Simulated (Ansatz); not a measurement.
Levels about the gap of amorphous B38N32 (70 atoms in a cell of 725 Å³, 1.97 g/cm³; zone centre alone, so wide bands show as single levels with stretches between that a denser mesh fills), at the geometry that PBE relaxed, where it gives -0.1 GPa on a denser mesh. The participation number counts the atoms over which a state spreads; weights are charges in smoothed Voronoi cells. The levels come from a single point, so bond lengths are those of that geometry. Method of the levels: PBE, scalar-relativistic without spin-orbit coupling (Ansatz, a quantum-chemistry and plane-wave program). Sampling: the zone centre alone; Fermi-Dirac width 0.02 eV; no spin polarisation. The usual formal charges leave 18 electrons over, so the level spacing at the Fermi energy parts defect or band states and needn't be the band gap.

A CHGNet melt-quench gave the starting glass, which DFT then relaxed. N atoms were pushed apart under 1.9 Å during the dynamics, to hinder bonds among them. The hot cell started wider than the set density and was brought back towards it in steps. It is the lowest in DFT energy of 2 quenches. It is a model cell: composition and starting density were chosen by hand, and all elements were melted together. No dispersion term was used. Its density started from a set value of 1.97 and ended at 1.97 g/cm³. Cooling (nominally 870 K/ps over its main leg) ran many orders faster than in experiment, which tends to leave more defects and strain. Values belong to this one cell and scatter from quench to quench. The volume was held where the preparation left it, at a PBE pressure of -0.1 GPa (tension). Stress components on the final sampling reach 1.1 GPa. On a 2×2×2 Γ-centred mesh force components of up to 0.19 eV/Å stay, since the relaxation ran on the zone centre alone.

| E - E(highest filled), eV | filling | participation number | largest on | weight B | weight N |
|---|---|---|---|---|---|
| -1.05 | filled | 20.5 | N, 3 neighbours | 0.38 | 0.62 |
| -1.00 | filled | 24.7 | N, 3 neighbours | 0.31 | 0.69 |
| -0.84 | filled | 23.7 | N, 3 neighbours | 0.31 | 0.69 |
| -0.56 | filled | 11.9 | N, 2 neighbours | 0.39 | 0.61 |
| -0.43 | filled | 20.4 | N, 2 neighbours | 0.33 | 0.67 |
| -0.26 | filled | 16.6 | N, 3 neighbours | 0.41 | 0.59 |
| 0.00 | filled | 21.6 | N, 3 neighbours | 0.43 | 0.57 |
| 1.06 | empty | 24.3 | B, 3 neighbours | 0.72 | 0.28 |
| 1.50 | empty | 18.1 | B, 3 neighbours | 0.67 | 0.33 |
| 1.84 | empty | 18.6 | B, 3 neighbours | 0.66 | 0.34 |
| 1.93 | empty | 13.3 | B, 3 neighbours | 0.71 | 0.29 |
| 2.06 | empty | 14.1 | B, 2 neighbours | 0.72 | 0.28 |
| 2.45 | empty | 33.7 | B, 3 neighbours | 0.70 | 0.30 |
| 2.48 | empty | 31.1 | B, 3 neighbours | 0.72 | 0.28 |

Most localised among these is the filled level at -0.56 eV, on a N atom, which has 2 neighbours (B 1.34 Å, B 1.38 Å).
